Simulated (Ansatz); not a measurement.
Data:

End structure of Mo on a Pd site (middle of the slab) in a 3x3 cell of the 1x1 (111) surface of fcc Pd:

```xyz
36
Lattice="8.3658 0.0000 0.0000 -4.1829 7.2450 0.0000 0.0000 0.0000 26.0000" Properties=species:S:1:pos:R:3 pbc="T T T"
Pd     0.0000     1.6100     9.5922
Pd    -1.3943     4.0250     9.5922
Pd    -2.7886     6.4400     9.5922
Pd     2.7886     1.6100     9.5922
Pd     1.3943     4.0250     9.5922
Pd     0.0000     6.4400     9.5922
Pd     5.5772     1.6100     9.5922
Pd     4.1829     4.0250     9.5922
Pd     2.7886     6.4400     9.5922
Mo     1.3943     0.8050    11.8239
Pd     0.0211     3.1789    11.8517
Pd    -1.4194     5.6739    11.8517
Pd     4.1367     0.8073    11.8517
Pd     2.7675     3.1789    11.8517
Pd     1.3943     5.6350    11.8616
Pd     7.0177     0.8073    11.8517
Pd     5.5772     3.2200    11.8653
Pd     4.2080     5.6739    11.8517
Pd     0.0202     0.0116    14.0618
Pd    -1.3989     2.4177    14.1210
Pd    -2.7886     4.8247    14.1210
Pd     2.7684     0.0116    14.0618
Pd     1.3943     2.3917    14.0618
Pd    -0.0020     4.8289    14.1100
Pd     5.5772     0.0023    14.1100
Pd     4.1876     2.4177    14.1210
Pd     2.7906     4.8289    14.1100
Pd     0.0030     1.6083    16.3704
Pd    -1.3908     4.0271    16.3949
Pd    -2.7886     6.4434    16.3704
Pd     2.7856     1.6083    16.3704
Pd     1.3943     4.0198    16.3785
Pd    -0.0045     6.4426    16.3785
Pd     5.5772     1.6059    16.3949
Pd     4.1794     4.0271    16.3949
Pd     2.7931     6.4426    16.3785
```

Set-up: 36 atoms, 6.8 Å thick at the start (thin: gaps and levels are the slab's own); mesh 4x4x1; 0.1 eV smearing; dipole correction on; 9 atoms held, the rest relaxed; symmetry of the start imposed; no spin, no spin-orbit, no U.

Q: Give the change of the step from the bottom to the top vacuum level, against the clean slab at the level PBE (Ansatz, a first-principles code).

A: 0.089 eV

Q: What work function of the top face does PBE give?

A: 5.24 eV

Q: What formation energy against bcc Mo, fcc Pd does PBE give?

A: -1.48 eV

Q: Predict the change of the work function from PBE.

A: 0.003 eV
